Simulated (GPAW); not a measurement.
Input and output of a self-consistent single point for FeNi3 (Pm-3m, 4 atoms in the cell) (GPAW).

Level of theory: PBE, GPAW PAW datasets PBE (gpaw-data 1.0.1) (plane waves; GPAW).

The change in words: lattice scaled by 0.98. Reference geometry:
```xyz
4
Lattice="3.5898 0.0000 0.0000 0.0000 3.5898 0.0000 0.0000 0.0000 3.5898" Properties=species:S:1:pos:R:3 pbc="T T T"
Fe     0.0000     0.0000     0.0000
Ni     0.0000     1.7949     1.7949
Ni     1.7949     0.0000     1.7949
Ni     1.7949     1.7949     0.0000
```
Moments meant for the start (each program seeds them in its own way; μB, in the order of the atoms Fe Ni Ni Ni): 4.0 2.0 2.0 2.0.

Reference input (self-consistent single point, DFT PBE, plane waves, GPAW PAW datasets PBE (gpaw-data 1.0.1)): spinpol = true; mode = pw; ecut = 850 eV; xc = PBE; kpts = 9 9 9; mesh shift (steps) = 0 0 0; occupations.name = fermi-dirac; occupations.width = 0.1 eV; nbands = -10; convergence.forces = 0.001 eV/Å; symmetry.symmorphic = false; symmetry.tolerance = 0.0005. This run's input differs from it in these lines:

```diff
@@ -5,9 +5,9 @@
 atoms = Atoms(['Fe', 'Ni', 'Ni', 'Ni'],
-              cell=[[3.589755, 0.000000, 0.000000],
-                    [0.000000, 3.589755, 0.000000],
-                    [0.000000, 0.000000, 3.589755]],
+              cell=[[3.517960, 0.000000, 0.000000],
+                    [0.000000, 3.517960, 0.000000],
+                    [0.000000, 0.000000, 3.517960]],
               positions=[[0.000000, 0.000000, 0.000000],
-                         [0.000000, 1.794877, 1.794877],
-                         [1.794877, 0.000000, 1.794877],
-                         [1.794877, 1.794877, 0.000000]],
+                         [0.000000, 1.758980, 1.758980],
+                         [1.758980, 0.000000, 1.758980],
+                         [1.758980, 1.758980, 0.000000]],
               pbc=True)
```

The program printed (abridged):

```
     iter     time        total  log10-change:         magmom
                         energy   eigst   dens  force
iter:   1 --:--:--   -30.133923                          +10.0114
iter:   2 --:--:--   -30.857942   -0.43  -1.80           +6.9113
iter:   3 --:--:--   -31.037297   -1.08  -1.83           +5.0418
iter:   4 --:--:--   -32.487590   -1.51  -1.90           +5.1132
iter:   5 --:--:--   -31.268044   -1.74  -1.79           +4.7744
iter:   6 --:--:--   -31.345317   -2.72  -2.38           +4.6890
iter:   7 --:--:--   -31.271827   -3.21  -2.31           +4.8938
iter:   8 --:--:--   -31.244623   -3.68  -2.65           +4.8386
   [... lines left out ...]
iter: 102 --:--:--   -31.262496c  -5.96  -3.49           +4.7584
iter: 103 --:--:--   -31.262613c  -7.69c -4.02c          +4.7578
iter: 104 --:--:--   -31.263738c  -5.71  -4.13c          +4.7503
iter: 105 --:--:--   -31.263687c  -7.53c -3.80           +4.7506
iter: 106 --:--:--   -31.263642c  -8.49c -3.83           +4.7508
iter: 107 --:--:--   -31.263600c  -8.52c -3.87           +4.7507
iter: 108 --:--:--   -31.263593c  -9.84c -3.90           +4.7508
iter: 109 --:--:--   -31.263446c  -7.85c -3.91           +4.7511
iter: 110 --:--:--   -31.263439c  -7.64c -4.07c -23.83c   +4.7506
Converged after 110 iterations.

Dipole moment: (-0.000000, -0.000000, -0.000000) |e|*Ang

Total magnetic moment: (0.000000, 0.000000, 4.750552)
Local magnetic moments:
   0 Fe ( 0.000000,  0.000000,  2.852493)
   1 Ni ( 0.000000,  0.000000,  0.668415)
   2 Ni ( 0.000000,  0.000000,  0.668415)
   3 Ni ( 0.000000,  0.000000,  0.668415)

Energy contributions relative to reference atoms: (reference = -158723.449942)

Kinetic:        +30.407769
Potential:      -22.831463
External:        +0.000000
XC:             -39.130231
Entropy (-ST):   -0.106820
Local:           +0.343896
SIC:             +0.000000
--------------------------
Free energy:    -31.316849
Extrapolated:   -31.263439

Spin contamination: 0.243946 electrons
Showing only first 2 kpts
                      Up                     Down
   [... lines left out ...]
Fermi level: 9.38757
No gap
   [... lines left out ...]
Energy (eV): -31.263439

Forces in eV/Ang:
  0 Fe    0.00000    0.00000    0.00000
  1 Ni   -0.00000   -0.00000    0.00000
  2 Ni    0.00000   -0.00000    0.00000
  3 Ni    0.00000    0.00000    0.00000

Stress tensor:
    -0.041522     0.000000     0.000000
     0.000000    -0.041522     0.000000
     0.000000     0.000000    -0.041522
Stress (GPa, Voigt): [-6.6525 -6.6525 -6.6525  0.      0.      0.    ]
```

The run converged in 110 iterations. GPAW prints stress with tension positive. Against the reference run the free energy rises by 2.0 meV/atom, the pressure goes from -5.38 to 6.65 GPa and the size of the net moment goes from 1.22 to 1.19 μB/atom.

The starting cell comes from a database of computed structures (which also holds hypothetical and non-ambient phases and stackings), without a prior relaxation at this level. Its lattice was rescaled by a random factor within 2.5 % of one. For this run, on top of that: lattice scaled by 0.98. The magnetic order is the one reached from the typed start; others were not searched systematically. With a pressure of about 7 GPa the cell is away from its equilibrium volume at this level.

Cost on one core of a shared machine: roughly 20 min.
